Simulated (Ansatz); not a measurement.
SiO2 (P4₁2₁2, No. 92) was calculated with r²SCAN in Ansatz (plane waves, PAW).

Run with plane-wave cutoff 600 eV, 8×8×6 k mesh (along the axes of the cell as run), finite displacements, scalar-relativistic PAW data made under PBE.

Cell (relaxed at this level):

```
CELL_PARAMETERS angstrom
      4.98178     0.00000     0.00000
      0.00000     4.98178     0.00000
      0.00000     0.00000     6.91986
ATOMIC_POSITIONS crystal
  Si 0.30216 0.30216 0.00000
  Si 0.80216 0.19784 0.75000
  Si 0.19784 0.80216 0.25000
  Si 0.69784 0.69784 0.50000
  O  0.23828 0.10869 0.18116
  O  0.73828 0.39131 0.56884
  O  0.26172 0.60869 0.06884
  O  0.76172 0.89131 0.68116
  O  0.89131 0.76172 0.31884
  O  0.39131 0.73828 0.43116
  O  0.60869 0.26172 0.93116
  O  0.10869 0.23828 0.81884
```

**Question.** Predict the high-frequency dielectric constant (mean over three axes) and static dielectric constant (mean over three axes).

**Answer.** 
* **high-frequency dielectric constant (mean over three axes)**: 2.20
* **static dielectric constant (mean over three axes)**: 3.92

Cost on a shared machine: about 100 core-minutes (a rough figure).

Ansatz is an electronic-structure program.
